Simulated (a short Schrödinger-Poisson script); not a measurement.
System: MOS inversion layer, Si3N4 on p-type Ge(100), at 300 K.

```tsv
layer	material	thickness (nm)	Na (cm⁻³)
1	Si3N4	2.8	-
2	Ge	270	2.3e18
```

The device is made up for the run: typed textbook-type constants, with dimensions and the other settings drawn at random. Si3N4: permittivity 7.5, conduction-band edge (eV) 1.9, gap (eV) 5.1, electron mass (mₑ) 0.5. Ge: permittivity 16, conduction-band edge (eV) 0, gap (eV) 0.664, Nv at 300 K (cm⁻³) 6e18.

Channel valleys (confinement mass, in-plane density-of-states mass, number): L4 0.12, 0.295, 4. At the gate the conduction-band edge of layer 1 lies 1.91 eV − eVg above the Fermi level of the channel; the field vanishes at the back. Gaps are held at their typed values at every temperature. Mesh 0.03 nm at interfaces.

From a short Schrödinger-Poisson script (our own, NumPy): 1D Poisson equation in equilibrium, electrons classical, Boltzmann, parabolic valleys, classical holes, full ionisation, no traps, pinning or gate leakage.

The same stack at other levels of the model or other numerical settings:

```json
[
 {"run": "base", "sheet density of all electrons at Vg = 1.05 V (cm⁻²)": "8.75e12", "sheet density of all electrons at Vg = 0.45 V (cm⁻²)": "1.07e12", "capacitance at Vg = 1.05 V (μF/cm²)": "2.22", "centroid of the channel electrons at Vg = 1.05 V (nm)": "0.34", "rough cost against the base": "about 1"},
 {"run": "electrons treated as classical, Fermi-Dirac", "sheet density of all electrons at Vg = 1.05 V (cm⁻²)": "[?]", "sheet density of all electrons at Vg = 0.45 V (cm⁻²)": "9.60e11", "capacitance at Vg = 1.05 V (μF/cm²)": "1.99", "centroid of the channel electrons at Vg = 1.05 V (nm)": "0.63", "rough cost against the base": "6"},
 {"run": "electrons treated as quantum, Hartree", "sheet density of all electrons at Vg = 1.05 V (cm⁻²)": "[?]", "sheet density of all electrons at Vg = 0.45 V (cm⁻²)": "[?]", "capacitance at Vg = 1.05 V (μF/cm²)": "1.70", "centroid of the channel electrons at Vg = 1.05 V (nm)": "2.51", "rough cost against the base": "20"},
 {"run": "mesh six times as coarse", "sheet density of all electrons at Vg = 1.05 V (cm⁻²)": "8.55e12", "sheet density of all electrons at Vg = 0.45 V (cm⁻²)": "1.01e12", "capacitance at Vg = 1.05 V (μF/cm²)": "2.19", "centroid of the channel electrons at Vg = 1.05 V (nm)": "0.43", "rough cost against the base": "0.7"}
]
```

Question: Complete the blanks.

Answer: 
- electrons treated as quantum, Hartree, sheet density of all electrons at Vg = 1.05 V (cm⁻²): 4.79e12
- electrons treated as quantum, Hartree, sheet density of all electrons at Vg = 0.45 V (cm⁻²): 3.28e10
- electrons treated as classical, Fermi-Dirac, sheet density of all electrons at Vg = 1.05 V (cm⁻²): 7.71e12

The classical rows ignore confinement, and Boltzmann statistics overrate the density once the band edge passes the Fermi level.

Only the L valleys are kept; under strong confinement the Δ valleys of Ge fill too.
